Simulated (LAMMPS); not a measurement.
LAMMPS 22 Jul 2025, classical MD, EAM (Finnis-Sinclair form) (Fe_mm.eam.fs): Fe, 128000 atoms.

```
Quantity                                                                                          Result
-----------------------------------------------  -------------------------------------------------------
task                                                                                             MD, nve
potential                                                       EAM (Finnis-Sinclair form), Fe_mm.eam.fs
copies of the repeat unit                                                                       40×40×40
shape (slab and sphere leave vacuum in the box)                                                     bulk
temperature                                                                                        800 K
steps                                                                                                800
timestep                                                                                            2 fs
neighbor skin                                                                                        2 Å
neigh_modify                                                                   every 1 delay 0 check yes
thermo                                                                                               100
newton                                                                                      on (default)
atom_modify sort (bins of 2 Å where set)                                                  1000 (default)
comm_style                                                                               brick (default)
box                                                                              114.6 × 114.6 × 114.6 Å
start                                                    generated bcc lattice, warmed in an untimed run
compared values                                  energy and forces of the first step, drift over the run
```

Hardware: Arm Neoverse V2, 96 cores on 1 socket, no SMT, 1 L3 cache group.

Wall times, medians of two to five repeats, each run alone on the node (launch to exit). Unless noted, each process is bound to its own block of adjacent cores. The build: PyPI wheel: MPICH, OPENMP and OPT packages; another build can shift the numbers. Scratch files lie in a memory file system. A preparatory run goes ahead and isn't timed.

Started as
```bash
# ahead of the timed run: OMP_NUM_THREADS=1 mpirun -np 48 lmp -in in.warm -log none -nocite
OMP_NUM_THREADS=1 mpirun -np 32 lmp -in in.lmp -log log.lammps -nocite
```
(32 ranks, suffix = none (plain styles) (default)) it takes 4.7 s and 19 neighbour list builds.

### Question
How long does it take after this change: 22 ranks × 4 threads, suffix = omp?

### Answer
About 2.3 s (3 runs within 1 %): 2.1× as fast, on 88 cores in place of 32, so 1.3× the core-time. The largest move is in pair forces (Pair): 4.2 s to 1.6 s. What the program resolved moves too: grid of ranks from 2 by 4 by 4 to 1 by 2 by 11. Change in the result: energy equal as printed, forces on 48 atoms equal as printed, drift of the total energy equal as printed.
